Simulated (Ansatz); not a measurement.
## CdI2 in the CdI2 type structure (space group P-3m1, No. 164; layered, stacked along the Cartesian z axis)

CdI₂ is modelled in the trigonal space group P-3m1 (No. 164), the CdI2 type structure, Pearson symbol hP3. Cell: a = 4.2422 Å, b = 4.2422 Å, c = 6.8225 Å, α = 90.00°, β = 90.00°, γ = 120.00°. Cd on 1a is coordinated by 6 I at 2.999 Å (octahedral). I on 2d is surrounded by 3 Cd at 2.999 Å (trigonal pyramidal). (Neighbours: up to the widest gap in distance over summed covalent radii, below 1.35, at either atom; cation-cation and far metal-metal contacts left out.)

Level of theory: PBE-D3(BJ) (Ansatz, an electronic-structure program; PAW; 420 eV plane waves; no spin-orbit coupling). Γ-centred 9×9×5 mesh, Fermi–Dirac width 0.05 eV.

The volume per atom is 35.44 Å³ and the density is 5.72 g/cm³. The band gap is 2.30 eV, indirect, k = (0, 0.111, -0.200) in the run's primitive reciprocal basis → k = (0, 0.444, 0.400) in the run's primitive reciprocal basis and the total energy is -7760.997 eV/atom (σ→0; compares only within this code and set-up).

Spin-orbit coupling, missing from the scalar runs, can matter with I. Whether these cells are dynamically stable was not tested.
